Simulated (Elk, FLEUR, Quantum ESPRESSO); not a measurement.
One structure in several programs: SmRu₂ (Fd-3m, 6 atoms in the cell)

Self-consistent single point.

```
SmRu2
1.0
   -3.79281     0.00000     3.79281
    0.00000     3.79281     3.79281
   -3.79281     3.79281     0.00000
Sm Ru
2 4
Direct
  0.50000   0.50000   0.50000
  0.75000   0.75000   0.75000
  0.12500   0.12500   0.12500
  0.62500   0.12500   0.12500
  0.12500   0.12500   0.62500
  0.12500   0.62500   0.12500
```
Moments meant for the start (each program seeds them in its own way; μB, in the order of the atoms Sm Sm Ru Ru Ru Ru): 5.0 5.0 0.0 0.0 0.0 0.0.

All programs got the same cell, k-point mesh and kind of occupations, and the same starting moments (in Quantum ESPRESSO's words: occupations = smearing; smearing = fd; degauss = 0.0073499 Ry; nspin = 2; K_POINTS = automatic 5 5 5 0 0 0); potentials, basis and cutoffs are each program's usual ones.

```tsv
code	model	size of the net moment (μB/atom)	cutoff
Quantum ESPRESSO	PBEsol, SSSP 1.1.2 efficiency (PBE) pseudopotentials	1.48	60 Ry
Elk	PBEsol, all-electron FP-LAPW, Elk's shipped species files, default APW+lo basis	1.55	default
FLEUR	PBEsol, all-electron FLAPW (FLEUR), scalar-relativistic valence	1.53	Kmax 4.2 1/bohr
```

The spread over the programs that give each value: size of the net moment within 0.07 μB/atom.

The starting cell comes from a database of computed structures (which also holds hypothetical and non-ambient phases and stackings), without a prior relaxation at this level. On Quantum ESPRESSO's run: Spin-orbit coupling is off. The magnetic order is the one reached from the typed start; others were not searched systematically. With U or open f shells several self-consistent states can exist. The f electrons are in the valence without U or exact exchange, which can misplace them near the Fermi level. Spin-orbit terms, which matter for f shells, are left out. In the base run, with a pressure of about -6 GPa the cell is away from its equilibrium volume at this level.

**Question.** Why do the programs differ, and what cannot be compared?

**Answer.** Differences of this kind can come from the potentials, where these differ, and from what each basis and cutoff leave unconverged. The valence holds different numbers of electrons (Quantum ESPRESSO 96, FLEUR 88). The zero of total energies and Fermi levels follows the potentials and each program's conventions, so they are not compared here. Elk and FLEUR treat all electrons, but the usual bases taken here (sphere radii, linearisation, local orbitals, empty states) were not tested for convergence, so the values are no reference for the others. Site moments depend on each program's spheres or projections; the total moment of the cell does not.

Left out of this page: Ansatz (with a known weakness of the program).
